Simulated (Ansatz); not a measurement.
Take Rb3As (space group P6/mmm, No. 191; a = 6.186 Å, c = 6.768 Å; a hypothetical phase, not in the database extracts checked) as the base. Axes: x lies along a and z along c of the hexagonal cell.

Calculations: Ansatz (a program for electronic structure) PBEsol, no spin-orbit coupling.

One thing is altered: the cell is scaled by 0.9747 in all directions, atoms relaxed at fixed cell.

Q: Predict the stress tensor and what it implies for the stiffness.

A: Stress of the strained cell less that of the base (GPa, compression positive):
```
    0.9     0.0     0.0
    0.0     0.9     0.0
    0.0     0.0     0.8
```

Then B = −ΔP/(ΔV/V₀) with ΔV/V₀ = -0.0740 gives secant stiffness values (nonlinear terms included at this strain): B (at held cell shape, above the free-shape value) ≈ 11 GPa.

As a check, the harmonic strain energy −½ V₀ Δσ:ε is 11 meV/atom; the computed energy rise is 10 meV/atom.

Stability against distortions was not tested. The final runs are not spin-polarised.
